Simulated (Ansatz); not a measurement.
# Short convergence ladders for Mg (R3m, 3 atoms in the cell)

```
CELL_PARAMETERS angstrom
      1.58792     0.91678     7.67678
     -1.58792     0.91678     7.67678
      0.00000    -1.83357     7.67678
ATOMIC_POSITIONS crystal
  Mg 0.00217 0.00217 0.00217
  Mg 0.22193 0.22193 0.22193
  Mg 0.77807 0.77807 0.77807
```

Base method: PBEsol, default PAW files made with PBE (plane waves; Ansatz, a quantum-chemistry and plane-wave program).

Base settings: basis.ecutwfc = 420 eV; kpoints.mp_grid.grid = 8 8 8; hamiltonian.xc = pbesol; hamiltonian.pseudopotentials = {kind: paw} (the program's default PAW files); scf.occupations.method = gaussian; scf.occupations.width = 0.1 eV.

The count of work is k-points × plane waves × bands × iterations; it is no time. 

**The cutoff for other potential files**

Level: DFT, PBEsol, plane waves, harder PAW files (source: ansatz) made with PBE.

In this ladder: hamiltonian.pseudopotentials = {kind: paw, source: ansatz}.

The second cell is the first with its lattice scaled by 0.98.

The mesh stays at the base's, so the ladder's end is converged at best in this setting alone.

The first pressure column holds Ansatz's estimate of the finite-basis (Pulay) stress, which hides part of the cutoff error; the other is without it.

Only quantities that move along the ladder and can be compared are tabulated.

| basis.ecutwfc | free energy less the last step's (meV/atom) | energy of the compressed cell less the first (meV/atom) | pressure (GPa) | pressure without the Pulay estimate (GPa) | largest difference of a force vector from the last step's (eV/Å) | count of work / last |
|---|---|---|---|---|---|---|
| 280 eV | 9738.91 | 18.48 | -2.63 | -358.39 | 0.154 | 0.13 |
| 340 eV | 1866.98 | 19.77 | 0.88 | -83.54 | 0.045 | 0.17 |
| 435 eV | 121.58 | 12.64 | 0.27 | -7.42 | 0.000 | 0.22 |
| 525 eV | 5.69 | 13.23 | 0.36 | -0.18 | 0.000 | 0.32 |
| 620 eV | 0.63 | 13.24 | 0.36 | 0.36 | 0.000 | 0.42 |
| 745 eV | 0.40 | 13.23 | 0.36 | 0.35 | 0.000 | 0.55 |
| 930 eV | 0.21 | 13.22 | 0.36 | 0.35 | 0.000 | 0.76 |
| 1240 eV | 0.00 | 13.21 | 0.36 | 0.36 | 0.000 | 1.0 |

Coarsest basis.ecutwfc that holds the free energy within 5 meV/atom of the last step, with all finer ones: 620 eV, at 0.42 of the last step's count of work; the step before is off by 5.7 meV/atom.

Coarsest basis.ecutwfc that holds the pressure within 0.1 GPa of the last step, with all finer ones: 435 eV, at 0.22 of the last step's count of work; the step before is off by 0.52 GPa.

Coarsest basis.ecutwfc that holds the forces within 0.005 eV/Å of the last step, with all finer ones: 435 eV, at 0.22 of the last step's count of work; the step before is off by 0.045 eV/Å.

The energy difference between the two cells stays within 1 meV/atom of the last step's from 435 eV on, the total only from 620 eV on: much of the error is common to both cells and cancels.

At the lowest cutoff the pressure without the Pulay estimate lies 359 GPa under the last step's, the usual sign of Pulay stress in an incomplete plane-wave basis.

**The relaxed cell against the cutoff**

On Mg (R-3m, 3 atoms in the cell): atoms on their sites.

In this ladder: relax = cell and atoms.

The mesh stays at the base's, so the ladder's end is converged at best in this setting alone.

Only quantities that move along the ladder and can be compared are tabulated.

| basis.ecutwfc | relaxed volume (Å³/atom) | relaxation steps |
|---|---|---|
| 210 eV | 22.644 | 33 |
| 250 eV | 22.633 | 13 |
| 295 eV | 22.558 | 6 |
| 355 eV | 22.570 | 4 |
| 420 eV | 22.575 | 4 |
| 505 eV | 22.575 | 4 |
| 630 eV | 22.574 | 4 |
| 840 eV | 22.574 | 4 |

Coarsest basis.ecutwfc that holds the relaxed volume within 0.045 Å³/atom of the last step, with all finer ones: 295 eV; the step before is off by 0.059 Å³/atom.

At the lowest cutoff the cell relaxes to a volume 0.3 % larger than at the highest. Ansatz relaxes on a stress corrected for the finite basis.

On the base run: the starting cell comes from a database of computed structures (which also holds hypothetical and non-ambient phases and stackings), without a prior relaxation at this level. Its lattice was rescaled by up to half a per cent. One atom was moved a little off its site on purpose.

Keys are those of Ansatz 0.2.
